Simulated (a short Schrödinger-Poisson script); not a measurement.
Structure: symmetric double-gate stack, SiO2 on p-type Ge(100), at 400 K.

```
layer  material  thickness (nm)  Na (cm⁻³)
-----  --------  --------------  ---------
1          SiO2             1.9          -
2            Ge              20       2e16
3          SiO2             1.9          -
```

The device is made up for the run: typed textbook-type constants, with dimensions and the other settings drawn at random. SiO2: permittivity 3.9, conduction-band edge (eV) 3.1, gap (eV) 9, electron mass (mₑ) 0.5. Ge: permittivity 16, conduction-band edge (eV) 0, gap (eV) 0.664, Nv at 300 K (cm⁻³) 6e18.

Channel valleys (confinement mass, in-plane density-of-states mass, number): L4 0.12, 0.295, 4. At the gates, both at one voltage, the conduction-band edge of layer 1 lies 3.37 eV − eVg above the Fermi level of the channel. Gaps are held at their typed values at every temperature. Mesh 0.03 nm at interfaces.

Solved with a short Schrödinger-Poisson script written for these runs: 1D Poisson equation in equilibrium, electrons quantum, Hartree (BenDaniel-Duke, 12 states a valley, the channel's in-plane mass for all, wave functions free to enter the dielectric), parabolic valleys, classical holes, full ionisation, no traps, pinning or gate leakage.

The same stack at other levels of the model or other numerical settings:

```tsv
run	sheet density of all electrons at Vg = 1.7 V (cm⁻²)	sheet density of all electrons at Vg = 0.5 V (cm⁻²)	capacitance of both gates at Vg = 1.7 V (μF/cm²)	gate voltage at 1e11 electrons/cm² (V)	rough cost against the base
base	2.57e13	4.52e12	3.05	0.09	about 1
electrons treated as classical, Boltzmann	2.99e13	?	3.45	0.08	0.03
electrons treated as classical, Fermi-Dirac	?	5.25e12	?	0.08	0.1
mesh six times as coarse	2.56e13	4.50e12	3.03	0.09	0.3
```

### Question
What belongs in the gaps?

### Answer

- electrons treated as classical, Fermi-Dirac, capacitance of both gates at Vg = 1.7 V (μF/cm²): 3.21
- electrons treated as classical, Fermi-Dirac, sheet density of all electrons at Vg = 1.7 V (cm⁻²): 2.84e13
- electrons treated as classical, Boltzmann, sheet density of all electrons at Vg = 0.5 V (cm⁻²): 5.33e12

The classical rows ignore confinement, and Boltzmann statistics overrate the density once the band edge passes the Fermi level.

Only the L valleys are kept; under strong confinement the Δ valleys of Ge fill too.
